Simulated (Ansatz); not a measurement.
Consider Pd-vacancy pair (Pd on one host Cu site, one Cu site vacant) in fcc Cu, neutral cell. Computed with PBE, PAW (plane waves to 420 eV; Ansatz, an electronic-structure program).

Cell of 32 host sites held at the relaxed PBE lattice; a 2×2×2 k-point mesh shifted by half a step; Fermi-Dirac width 0.10 eV, spin-restricted; finite-size errors left in. Energies are static. Forms of the defect that were not tried may lie lower.

Barriers: single points on a 4×4×4 k-point mesh shifted by half a step at the bands' geometries (they differ from the bands' own by up to 0.22 eV, and are uncertain by about as much).

Relaxed starting cell (atoms counted from 1):

```yaml
crystal:
  lattice:
    - [7.26000, 0.00000, 0.00000]
    - [0.00000, 7.26000, 0.00000]
    - [0.00000, 0.00000, 7.26000]
  atoms:
    - { symbol: Pd, position: [0.99997, 0.01011, 0.01115] }
    - { symbol: Cu, position: [0.99999, 0.00412, 0.49857] }
    - { symbol: Cu, position: [0.99987, 0.49776, 0.00449] }
    - { symbol: Cu, position: [0.99976, 0.49869, 0.49988] }
    - { symbol: Cu, position: [0.49972, 0.00114, 0.00223] }
    - { symbol: Cu, position: [0.49994, 0.00110, 0.50224] }
    - { symbol: Cu, position: [0.49996, 0.50132, 0.00233] }
    - { symbol: Cu, position: [0.49990, 0.49965, 0.50043] }
    - { symbol: Cu, position: [0.99988, 0.25442, 0.74809] }
    - { symbol: Cu, position: [0.99990, 0.74714, 0.25548] }
    - { symbol: Cu, position: [0.99970, 0.75040, 0.75111] }
    - { symbol: Cu, position: [0.49988, 0.25230, 0.25295] }
    - { symbol: Cu, position: [0.49989, 0.25148, 0.74978] }
    - { symbol: Cu, position: [0.49980, 0.74856, 0.25246] }
    - { symbol: Cu, position: [0.49979, 0.75068, 0.75166] }
    - { symbol: Cu, position: [0.25566, 0.00150, 0.25694] }
    - { symbol: Cu, position: [0.25141, 0.00177, 0.74840] }
    - { symbol: Cu, position: [0.24748, 0.49830, 0.25269] }
    - { symbol: Cu, position: [0.24887, 0.50081, 0.75057] }
    - { symbol: Cu, position: [0.74410, 0.00140, 0.25679] }
    - { symbol: Cu, position: [0.74835, 0.00190, 0.74841] }
    - { symbol: Cu, position: [0.75214, 0.49860, 0.25254] }
    - { symbol: Cu, position: [0.75085, 0.50076, 0.75051] }
    - { symbol: Cu, position: [0.25566, 0.25597, 0.00192] }
    - { symbol: Cu, position: [0.24831, 0.25169, 0.50017] }
    - { symbol: Cu, position: [0.25128, 0.74729, 0.00313] }
    - { symbol: Cu, position: [0.24881, 0.74949, 0.50129] }
    - { symbol: Cu, position: [0.74413, 0.25584, 0.00188] }
    - { symbol: Cu, position: [0.75161, 0.25171, 0.49987] }
    - { symbol: Cu, position: [0.74830, 0.74755, 0.00298] }
    - { symbol: Cu, position: [0.75092, 0.74973, 0.50129] }
```

End state 1 differs by these moves (Å; atoms that move under 0.08 Å are left out):

```json
[
 {"atom": "1", "element": "Pd", "Δx": "0.00", "Δy": "1.67", "Δz": "1.67"}
]
```

Question: Predict the forward and backward barriers to end state 1 from PBE, PAW.

Answer: forward 0.85 eV, backward 0.85 eV; at the saddle point atom 1 has neighbours 4 Cu at 2.46, 4 Cu at 2.81 Å. The program found a first-order saddle point.
